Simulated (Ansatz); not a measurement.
Start from PtTe₂ (space group P-3m1, No. 164; a = 4.009 Å, c = 4.960 Å; layered; relaxed with 0.1 eV smearing).

Calculations: DFT with PBEsol-D3(BJ), PAW potentials and a 420 eV plane-wave cutoff in Ansatz (a first-principles code), spin-orbit coupling left out.

Base values:

The pressure is 0.0 GPa.

Now apply this change: every lattice vector is shortened by 3.00 %, atoms relaxed at fixed cell.

Problem. What does the calculation give for the pressure after the change?

Solution. The pressure (mean of the normal stresses, compression positive) goes from zero to 11.0 GPa.

Problem. Estimate the effect on the energy relative to the base.

Solution. The energy grows by 62 meV/atom.

The cells carry an imposed strain or load. Whether these cells are dynamically stable was not tested. All final runs are without spin polarisation.
